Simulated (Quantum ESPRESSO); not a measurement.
Quantum ESPRESSO is run on LaSnF7 (P2_1/c, 36 atoms in the cell), and the run fails. The aim is a self-consistent single point with DFT, PBEsol, plane waves, GBRV 1.5 ultrasoft (PBESOL) pseudopotentials.

Cell that was meant: a = 9.3105 Å, b = 5.7271 Å, c = 12.5215 Å, α = 90.00°, β = 118.25°, γ = 90.00°.

Part of the input:

```fortran
/
&electrons
 conv_thr = 1.0d-10,
 electron_maxstep = 3,
 mixing_beta = 0.4,
/
ATOMIC_SPECIES
```

The program printed (abridged):

```
     Self-consistent Calculation

     iteration #  1     ecut=    40.00 Ry     beta= 0.40

     negative rho (up, down):  3.126E-01 0.000E+00

     total energy              =   -2405.97012161 Ry
     estimated scf accuracy    <       3.09558367 Ry

     iteration #  2     ecut=    40.00 Ry     beta= 0.40

     negative rho (up, down):  3.028E-01 0.000E+00

     total energy              =   -2406.86678584 Ry
     estimated scf accuracy    <       0.21145822 Ry

     iteration #  3     ecut=    40.00 Ry     beta= 0.40

     negative rho (up, down):  2.800E-01 0.000E+00

     total energy              =   -2406.88438314 Ry
     estimated scf accuracy    <       0.07308459 Ry
     End of self-consistent calculation

     convergence NOT achieved after   3 iterations: stopping

   JOB DONE.
```

Q: Diagnose the run.

A: The fault is an iteration limit that is too low. The loop is cut before its threshold is met, so whatever is printed at the end is not self-consistent. To fix it, raise the limit, or leave it to the default. The run ended unconverged after 3 iterations.

The sound input it was made from differs as follows (other fixes are possible):
```diff
- electron_maxstep = 3,
```

With that input, the run converged in 15 iterations: free energy E − TS -32747.5118 eV; top of the valence band (on the code's own zero) 1.44 eV; gap on the k-point mesh 5.42 eV; pressure -0.49 GPa; largest force (vector length) 0.149 eV/Å (DFT, PBEsol, plane waves, GBRV 1.5 ultrasoft (PBESOL) pseudopotentials).

On the sound input: the starting cell comes from a database of computed structures (which also holds hypothetical and non-ambient phases and stackings), without a prior relaxation at this level.
